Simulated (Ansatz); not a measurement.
C (I4_1/amd), r2SCAN, rigid bands in Ansatz (an electronic-structure program): Condition of this run: biaxial stress in (001) of 33 GPa (compression positive) (the target of the relaxation). band gap 4.02 eV, N_c = 3.43e19 cm⁻³ and N_v = 1.86e19 cm⁻³ at 300 K, conductivity masses along x (a = (0.00, 1.73, 1.79) Å; b = (1.73, 0.00, 1.79) Å; c = (1.73, 1.73, 0.00) Å) of 0.470 mₑ (electrons) and 0.463 mₑ (holes). Take k_BT = 0.02585 eV.

### Question
Find the intrinsic carrier density and the intrinsic Fermi level.

### Answer
n_i = √(N_c N_v) exp(−E_g/2k_BT) = 2.53e19 × exp(−77.75) = 4.3e-15 cm⁻³. The level lies (k_BT/2) ln(N_v/N_c) = -8 meV from mid-gap (positive towards the conduction band). Each 0.1 eV added to the gap lowers n_i by a factor of 6.9.

### Question
What built-in voltage has an abrupt junction with N_A = 1e16 and N_D = 1e17 cm⁻³, all dopants ionised?

### Answer
V_bi = E_g/e − (k_BT/e) ln(N_c N_v/(N_A N_D)) = 4.02 − 0.02585 × 13.37 = 3.67 V. It follows the computed gap one for one.

### Question
What thermal injection velocity √(2k_BT/πm) limits a ballistic channel along the direction named?

### Answer
7.85e6 cm/s for electrons and 7.91e6 cm/s for holes, a ratio of √(m_h/m_e) = 0.993, for dilute carriers.

Rigid, parabolic bands with the computed gap; masses take one relaxation time for all states. Spin-orbit coupling is left out. Geometry: cell and atoms relaxed with PBEsol.
